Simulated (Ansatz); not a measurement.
The reference is Rh in the fcc (Cu type) structure (space group Fm-3m, No. 225; relaxed with 0.1 eV smearing).

```xyz
1
Lattice="0.0000 1.8908 1.8908 1.8908 0.0000 1.8908 1.8908 1.8908 0.0000" Properties=species:S:1:pos:R:3 pbc="T T T"
Rh     0.0000     0.0000     0.0000
```

Cartesian axes are those of the cell as printed.

All numbers come from PBEsol in Ansatz (plane waves to 420 eV, PAW, no spin-orbit coupling).

Before the change:

```
Property                         Value
-----------------------------  -------
Shortest interatomic distance  2.674 Å
```

Now apply this change: the symmetric strain tensor [-0.0063 -0.0055 0.0207; -0.0055 -0.0170 0.0052; 0.0207 0.0052 0.0054], atoms relaxed at fixed cell.

**Question.** What happens to the shortest interatomic distance, energy relative to the base and stress?

**Answer.** The shortest interatomic distance drops by 0.056 Å to 2.618 Å; the energy rises by 24 meV/atom; the stress (xx, yy, zz, yz, xz, xy; compression positive) is (6.9, 8.7, 3.6, -2.3, -8.7, 2.6) GPa.

Stability against distortions was not tested. The final runs are not spin-polarised.

Ansatz is a first-principles code.
